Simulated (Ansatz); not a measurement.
## Competing hops of Al vacancy in wurtzite AlN strained by +1.5 % along x and y, z held, charge state -3

Defect: Al vacancy in wurtzite AlN strained by +1.5 % along x and y, z held, charge state -3. The numbers are results of PBE, PAW (plane waves to 420 eV; Ansatz, a first-principles code), not measurements.

Cell of 72 host sites held at the strained lattice (strain from the relaxed PBE one, atoms relaxed); a 2×2×2 k-point mesh shifted by half a step along c; Fermi-Dirac width 0.01 eV, spin-restricted; finite-size errors left in. No zero-point or tunnelling terms. The charge state is imposed; whether it is stable for some Fermi level was not computed. Forms of the defect that were not tried may lie lower.

```tsv
Route	Start site over the lowest site run (eV)	Hop (Å)	Forward barrier (eV)	Backward barrier (eV)	Neighbours at the start	Neighbours at the saddle	Saddle order
a nearby Al atom hops onto the vacant site	0.00	3.10	2.45	2.45	N at 1.81, N at 1.92, 2 N at 1.95 Å	N at 1.78, 2 N at 2.24, 2 N at 2.26 Å	not checked, on a symmetry element
```

Paths come from nudged elastic bands with a climbing image.  A band can be held on a symmetry element, so unchecked saddle points there may be too high. A further band (a nearby Al atom hops onto the vacant site, 3.03 Å) gave 2.25 eV forward on its own sampling, 2.25 eV above the lowest site run, but a shoulder points to a second hump between its images, so it is not taken as a result.
